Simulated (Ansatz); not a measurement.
The reference is Ti5Si3 (space group P6_3/mcm, No. 193).

```
Ti5Si3
1.0
    7.40354     0.00000     0.00000
   -3.70177     6.41165     0.00000
    0.00000     0.00000     5.06894
Ti Si
10 6
Direct
  0.33333   0.66667   0.00000
  0.66667   0.33333   0.00000
  0.66667   0.33333   0.50000
  0.33333   0.66667   0.50000
  0.24960   0.00000   0.25000
  0.75040   0.00000   0.75000
  0.24960   0.24960   0.75000
  0.75040   0.75040   0.25000
  0.00000   0.24960   0.25000
  0.00000   0.75040   0.75000
  0.60762   0.00000   0.25000
  0.39238   0.00000   0.75000
  0.60762   0.60762   0.75000
  0.39238   0.39238   0.25000
  0.00000   0.60762   0.25000
  0.00000   0.39238   0.75000
```

All numbers come from PBEsol in Ansatz (plane waves to 420 eV, PAW, without spin-orbit coupling).

For the base:

| Item | Result |
|---|---|
| Lattice parameter a | 7.404 Å |
| c/a ratio | 0.685 |

Now apply this change: hydrostatic tension (pressure −2 GPa).

### Question
Predict the new lattice parameter a.

### Answer
The lattice parameter a grows by 0.0307 Å (7.404 Å → 7.434 Å).

### Question
How does this affect the c/a ratio?

### Answer
The c/a ratio hardly moves (0.685 against 0.686).

Load acts through the strain it causes; cell and atoms are relaxed under it. Whether these cells are dynamically stable was not tested. All final runs are without spin polarisation.

Ansatz is a first-principles code.
